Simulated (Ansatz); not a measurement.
## CuI: response to strain

Consider CuI in the zinc blende structure (space group F-43m, No. 216; a = 5.862 Å). Axes: x, y, z lie along the cube axes.

Strains are applied to the cell and any free atomic positions relax.

Level of theory: Ansatz (a quantum-chemistry and plane-wave program) LDA, scalar-relativistic without spin-orbit coupling.

Notes on the quantities. energy relative to the base: free energy F.

```json
[
 {"case": "base", "band gap": "1.22 eV", "energy relative to the base": "0 meV/atom", "shortest interatomic distance": "2.538 Å"},
 {"case": "tensor shear ε_xy = +1.14 %", "band gap": "1.19 eV", "energy relative to the base": "+1.1 meV/atom", "shortest interatomic distance": "2.537 Å"},
 {"case": "tensor shear ε_xy = +0.86 %", "band gap": "1.20 eV", "energy relative to the base": "+0.6 meV/atom", "shortest interatomic distance": "2.537 Å"},
 {"case": "tensor shear ε_xy = +0.29 %", "band gap": "1.22 eV", "energy relative to the base": "+0.1 meV/atom", "shortest interatomic distance": "2.538 Å"},
 {"case": "tensor shear ε_xy = +0.57 %", "band gap": "…", "energy relative to the base": "+0.3 meV/atom", "shortest interatomic distance": "2.538 Å"},
 {"case": "tensor shear ε_xy = +1.43 %", "band gap": "1.19 eV", "energy relative to the base": "…", "shortest interatomic distance": "2.537 Å"},
 {"case": "tensor shear ε_xy = +1.71 %", "band gap": "…", "energy relative to the base": "+2.5 meV/atom", "shortest interatomic distance": "2.537 Å"},
 {"case": "tensor shear ε_xy = +2.00 %", "band gap": "1.17 eV", "energy relative to the base": "+3.4 meV/atom", "shortest interatomic distance": "2.537 Å"}
]
```

Problem. Complete the table.

Solution. 
- tensor shear ε_xy = +0.57 %, band gap: 1.21 eV
- tensor shear ε_xy = +1.43 %, energy relative to the base: +1.7 meV/atom
- tensor shear ε_xy = +1.71 %, band gap: 1.18 eV

With I present, leaving out spin-orbit coupling can change the band edges. Stability against distortions was not tested. The final runs are not spin-polarised.
